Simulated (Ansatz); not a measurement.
One pseudomorphic plane of X on bcc Nb (110), continuing the host's stacking (six planes of the host, 1x1 cell of 7.75 Å², clean work function 4.49 eV). ΔE counts an X atom from its bulk element. E_seg is the energy of the plane on top less that of the same plane lying second, under one plane of the host, at equal numbers of atoms (made equal with bulk Nb); a negative value keeps X outside. χ is Pauling's electronegativity. These are constructed structures, held to the host's lattice; rows with a moment ran spin-polarised from parallel moments in the plane, the only order that a 1x1 cell holds, and a change of moment is part of their E_seg.

All values below come from PBE (plane waves to 420 eV, PAW; Ansatz, a program for electronic structure).

```tsv
X	χ	ΔE (eV)	Δφ (eV)	E_seg (eV)	moment of the cell, X on top / second (μB)
Zr	1.33	-0.09	-0.19	-0.44	–
Sc	1.36	-0.08	-0.49	-0.58	–
Mn	1.55	0.25	-0.91	-0.01	3.3 / 0.6
Al	1.61	-0.67	-0.21	-0.50	–
Co	1.88	0.20	-0.44	-0.13	1.5 / 0.8
Si	1.90	-0.51	0.75	-0.01	–
Ag	1.93	-0.40	-0.43	-1.16	–
Sn	1.96	-0.62	-0.20	-1.24	–
Pd	2.20	-0.97	-0.20	-0.79	–
Os	2.20	0.37	0.10	0.28	–
Ir	2.20	-0.32	0.23	0.01	–
Ru	2.20	0.04	-0.11	0.07	–
W	2.36	0.51	0.20	0.50	–
Au	2.54	-0.77	-0.05	–	–
```

No prediction is posed: with one row set aside, none of the pairs tried (Δφ against χ) correlates at 0.6.

Work function. Over these 14 rows Δφ correlates with χ at r = 0.47. It runs from -0.91 eV (Mn) to 0.75 eV (Si), that is from 3.58 to 5.24 eV in all.

Place. E_seg is below −0.05 eV, so that the full plane is lower on top, for Zr, Sc, Al, Co, Ag, Sn, Pd; above 0.05 eV, so that it is lower under one plane of the host, for Os, Ru, W.

ΔE is negative for Zr, Sc, Al, Si, Ag, Sn, Pd, Ir, Au: there the strained plane on this host is lower than the bare face and X's own bulk. Alloying within the plane, relief of strain and larger cells were not tried.

Left out: 1 run of this family that did not converge or found no flat vacuum level.
